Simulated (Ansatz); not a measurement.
This Ansatz (a first-principles code) input is the reference run, ZrO2 (space group P4_2/nmc, No. 137), computed with PBE (Ansatz), no spin-orbit coupling:

Ansatz 0.2 input:
```yaml
crystal:
  lattice:
    - [3.6210375257, 0, 0]
    - [0, 3.6210375257, 0]
    - [0, 0, 5.2829266971]
  atoms:
    - { symbol: Zr, position: [0, 0, 0] }
    - { symbol: Zr, position: [0.5, 0.5, 0.5] }
    - { symbol: O, position: [0, 0.5, 0.1927614747] }
    - { symbol: O, position: [0, 0.5, 0.6927614747] }
    - { symbol: O, position: [0.5, 0, 0.3072385253] }
    - { symbol: O, position: [0.5, 0, 0.8072385253] }
basis: { ecutwfc: 420, ecutrho_ratio: 4, xc_grid: 2, fft_grid_basis: typed }
kpoints: { mp_grid: { grid: [9, 9, 6] } }
hamiltonian:
  xc: pbe
  dispersion: none
  pseudopotentials: { kind: paw }
scf: { occupations: { method: fermi_dirac, width: 0.05 }, convergence: { dr2_threshold: 0.0000000006 } }
output: { forces: true, stress: true }
checkpoint: { write: state.ck, write_every: 1000 }
```

### Question
Write the input for this change: tensile biaxial strain of 1.95 % in the plane normal to [001], as in epitaxy on a mismatched substrate; the out-of-plane cell vector and the atoms relax.

### Answer
Ansatz 0.2 input:
```yaml
crystal:
  lattice:
    - [3.6916477575, 0, 0]
    - [0, 3.6916477575, 0]
    - [0, 0, 5.2314181618]
  atoms:
    - { symbol: Zr, position: [0, 0, 0] }
    - { symbol: Zr, position: [0.5, 0.5, 0.5] }
    - { symbol: O, position: [0, 0.5, 0.1927614747] }
    - { symbol: O, position: [0, 0.5, 0.6927614747] }
    - { symbol: O, position: [0.5, 0, 0.3072385253] }
    - { symbol: O, position: [0.5, 0, 0.8072385253] }
basis: { ecutwfc: 420, ecutrho_ratio: 4, xc_grid: 2, fft_grid_basis: typed }
kpoints: { mp_grid: { grid: [9, 9, 6] } }
hamiltonian:
  xc: pbe
  dispersion: none
  pseudopotentials: { kind: paw }
scf: { occupations: { method: fermi_dirac, width: 0.05 } }
relax: { f_tol: 0.005, max_steps: 50, cell: { stress_tol: 0.01, fix: [a, b, gamma] } }
output: { forces: true, stress: true }
checkpoint: { write: state.ck, write_every: 1000 }
```
This is the input that was run; other choices of cell and start would serve too.

Stability against distortions was not tested. This is not the structure that ZrO2 has at room temperature and ambient pressure.
